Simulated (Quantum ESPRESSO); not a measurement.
Input and output of a self-consistent single point for KMgF₃ (Pm-3m, 5 atoms in the cell) (Quantum ESPRESSO).

Method: PBE, PseudoDojo standard norm-conserving (PBE) pseudopotentials (plane waves; Quantum ESPRESSO).

The change in words: lattice scaled by 0.98. Reference geometry:
```
CELL_PARAMETERS angstrom
      4.00234     0.00000     0.00000
      0.00000     4.00234     0.00000
      0.00000     0.00000     4.00234
ATOMIC_POSITIONS crystal
  K  0.50000 0.50000 0.50000
  Mg 0.00000 0.00000 0.00000
  F  0.00000 0.50000 0.00000
  F  0.50000 0.00000 0.00000
  F  0.00000 0.00000 0.50000
```

Reference input (self-consistent single point, DFT, PBE, plane waves, PseudoDojo standard norm-conserving (PBE) pseudopotentials): ecutwfc = 85 Ry; occupations = smearing; smearing = fd; degauss = 0.00147 Ry; potentials = {K: K.upf, Mg: Mg.upf, F: F.upf}; K_POINTS = automatic 4 4 4 0 0 0; conv_thr = 1e-11 Ry; mixing_beta = 0.7. This run's input differs from it in these lines:

```diff
@@ -34,5 +34,5 @@
 CELL_PARAMETERS angstrom
-   4.0023410000     0.0000000000     0.0000000000
-   0.0000000000     4.0023410000     0.0000000000
-   0.0000000000     0.0000000000     4.0023410000
+   3.9222940000     0.0000000000     0.0000000000
+   0.0000000000     3.9222940000     0.0000000000
+   0.0000000000     0.0000000000     3.9222940000
```

Log, with long lists cut:

```
     Self-consistent Calculation

     iteration #  1     ecut=    85.00 Ry     beta= 0.70

     total energy              =    -327.30756123 Ry
     estimated scf accuracy    <       0.49480700 Ry

     iteration #  2     ecut=    85.00 Ry     beta= 0.70

     total energy              =    -327.45651998 Ry
     estimated scf accuracy    <       0.30473732 Ry

     iteration #  3     ecut=    85.00 Ry     beta= 0.70

     total energy              =    -327.51662919 Ry
     estimated scf accuracy    <       0.00209145 Ry

   [... 6 blocks of this kind left out ...]

     iteration # 10     ecut=    85.00 Ry     beta= 0.70

     total energy              =    -327.51716147 Ry
     estimated scf accuracy    <          1.5E-11 Ry

     iteration # 11     ecut=    85.00 Ry     beta= 0.70
     End of self-consistent calculation

     the Fermi energy is     7.3406 ev

!    total energy              =    -327.51716147 Ry
     estimated scf accuracy    <          1.5E-12 Ry
     smearing contrib. (-TS)   =       0.00000000 Ry
     internal energy E=F+TS    =    -327.51716147 Ry

     convergence has been achieved in  11 iterations

     Forces acting on atoms (cartesian axes, Ry/au):

     atom    1 type  1   force =     0.00000000    0.00000000    0.00000000
   [... zero for the other atoms too ...]

     Total force =     0.000000     Total SCF correction =     0.000000

          total   stress  (Ry/bohr**3)                   (kbar)     P=       79.72
   0.00054195   0.00000000   0.00000000           79.72        0.00        0.00
   0.00000000   0.00054195   0.00000000            0.00       79.72        0.00
   0.00000000   0.00000000   0.00054195            0.00        0.00       79.72

   JOB DONE.
```

The run converged in 11 iterations. Against the reference run the free energy goes up by 24.3 meV/atom, the pressure goes from 2.62 to 7.97 GPa and the gap on the mesh goes from 7.260 to 7.733 eV.

The starting cell comes from a database of computed structures (which also holds hypothetical and non-ambient phases and stackings), without a prior relaxation at this level. Its lattice was rescaled by a random factor within 2.5 % of one. For this run, on top of that: lattice scaled by 0.98. With a pressure of about 8 GPa the cell is away from its equilibrium volume at this level.

Cost on one core of a shared machine: roughly 40 s.
